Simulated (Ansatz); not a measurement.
The parent structure is La₂O₃ (space group P-3m1, No. 164; a = 3.906 Å, c = 6.039 Å).

Method: PBEsol (Ansatz, a program for electronic structure, PAW, without spin-orbit coupling), earlier PAW set.

For the base:

```
Quantity                            Value
-----------------------------  ----------
Width of the top valence band     0.41 eV
Density                        6.78 g/cm³
```

One thing is altered: cell and atoms relaxed at a pressure of 3 GPa.

Q: How does this affect the width of the top valence band, mean gap deformation potential ΔEg/Δln V and density?

A: The width of the top valence band goes up by 0.04 eV, from 0.41 eV to 0.45 eV; the mean gap deformation potential ΔEg/Δln V amounts to +0.2 eV; the density grows by 0.17 g/cm³ to 6.95 g/cm³.

Load acts through the strain it causes; cell and atoms are relaxed under it. Whether these cells are dynamically stable was not tested.
